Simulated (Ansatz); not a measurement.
Symmetric slabs, relaxed from ideal cuts in 1x1 cells, of elemental solids: work function (eV) by functional, in Ansatz (plane waves, PAW). All structures are PBE's; the other columns are single points with references at the same level. No spin-orbit coupling, Hubbard U or dispersion. The rows are a random draw from the class, without slabs that broke up, higher cuts of a face and adsorbates that left their site.

```csv
system,PBE (eV),r2SCAN (eV)
"hcp Tl (10-12), ideal cut with outer spacing 0.70 Å",3.51,3.53
"fcc Rh (221), ideal cut with outer spacing 0.64 Å",4.82,4.78
"hcp Zr (20-21), ideal cut with outer spacing 0.23 Å",3.76,3.76
"bcc Ta (221), ideal cut with outer spacing 0.55 Å",4.07,?
"bcc V (210), ideal cut with outer spacing 0.67 Å",4.07,4.12
"tetragonal indium (102), ideal cut with outer spacing 0.99 Å",3.79,3.91
"hcp Os (10-12), ideal cut with outer spacing 1.07 Å",4.85,4.88
"hcp Y (21-32), ideal cut with outer spacing 0.74 Å",2.98,2.99
```

### Question
Fit a straight line y = a·x + b by least squares to the 7 complete rows (x: PBE (eV); y: r2SCAN (eV)).

### Answer
the means are x̄ = 3.9686 and ȳ = 3.9957; Σ(x − x̄)² = 2.7751 and Σ(x − x̄)(y − ȳ) = 2.7321, so a = 0.984 and b = ȳ − a·x̄ = 0.089. The largest residual is 0.090.

### Question
What does the line predict for the withheld row, bcc Ta (221), ideal cut with outer spacing 0.55 Å, and what did the calculation give?

### Answer
the line gives 4.10; the calculation gave 4.08, a miss of -0.02, of the size of the fitted rows' scatter and rounding.

Ansatz is a program for electronic structure.
